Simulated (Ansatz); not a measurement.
# Effect of isotropic strain −0.31 % on hypothetical P6_3/mmc PtSe2

The parent structure is PtSe2 in the 2H-MoS2 type structure (space group P6_3/mmc, No. 194; a = 3.5709 Å, c = 10.9666 Å; a hypothetical phase, not in the database extracts checked; layered, stacked along the Cartesian z axis).

It is then changed as follows: an isotropic linear strain of −0.31 %, atoms relaxed at fixed cell.

Level of theory: PBE-D3(BJ) (Ansatz, a program for electronic structure), without spin-orbit coupling. Settings: 15×15×5 k-points, 0.05 eV Fermi–Dirac smearing.

The volume per atom drops by 0.187 Å³ to 20.00 Å³ and the space group stays P6_3/mmc (No. 194). The shortest interatomic distance decreases by 0.002 Å to 2.561 Å and the energy increases by 0.3 meV/atom. The pressure (mean of the normal stresses, compression positive) goes from zero to 0.5 GPa and the band gap remains zero.

No phonon test of stability was made. The final runs are not spin-polarised. PtSe2 has a high density of states at the Fermi level and may be magnetic at this level.
